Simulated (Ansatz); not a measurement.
The starting structures come from a database of crystals and need not be the phases stable at ambient conditions.

 Where the default PAW files enter, the runs use the earlier of Ansatz's two default sets.

By LDA and PBEsol, the system below comes out a metal.

```
CELL_PARAMETERS angstrom
      2.99075     0.00000     0.00000
      0.00000    11.46140     0.00000
      1.49538     0.00000     2.59007
ATOMIC_POSITIONS crystal
  Nb 0.66667 0.12285 0.66667
  Nb 0.33333 0.87715 0.33333
  Nb 0.33333 0.62285 0.33333
  Nb 0.66667 0.37715 0.66667
  N  0.00000 0.00000 0.00000
  N  0.00000 0.50000 0.00000
  N  0.66667 0.75000 0.66667
  N  0.33333 0.25000 0.33333
```

Space group of this cell: P6_3/mmc. The cell is taken as given; by PBEsol its mean pressure is -14.0 GPa.

The current runs along the normal of the first two printed vectors, the (100) plane. All runs by Ansatz (an electronic-structure program), plane waves and PAW, without spin-orbit coupling; the base is PBEsol.

| run | mean pressure (GPa) | G/A, both spins (10¹⁵ S/m²) |
|---|---|---|
| base | -14.0 | 0.65 |
| all lengths scaled by 0.98 | 4.7 | 0.69 |
| all lengths scaled by 1.02 | -27.9 | 0.62 |
| lda in place of pbesol | -19.3 | 0.66 |
| lengths across the current scaled by 0.98, ions clamped | -1.7 | 0.76 |
| lengths across the current scaled by 1.02, ions clamped | -23.8 | ? |
| lengths along the current scaled by 0.97, ions clamped | -5.5 | ? |
| lengths along the current scaled by 1.03, ions clamped | -20.9 | ? |

Question: Complete the blanks.

Answer: 
- lengths across the current scaled by 1.02, ions clamped, G/A, both spins (10¹⁵ S/m²): 0.57
- lengths along the current scaled by 0.97, ions clamped, G/A, both spins (10¹⁵ S/m²): 0.59
- lengths along the current scaled by 1.03, ions clamped, G/A, both spins (10¹⁵ S/m²): 0.72
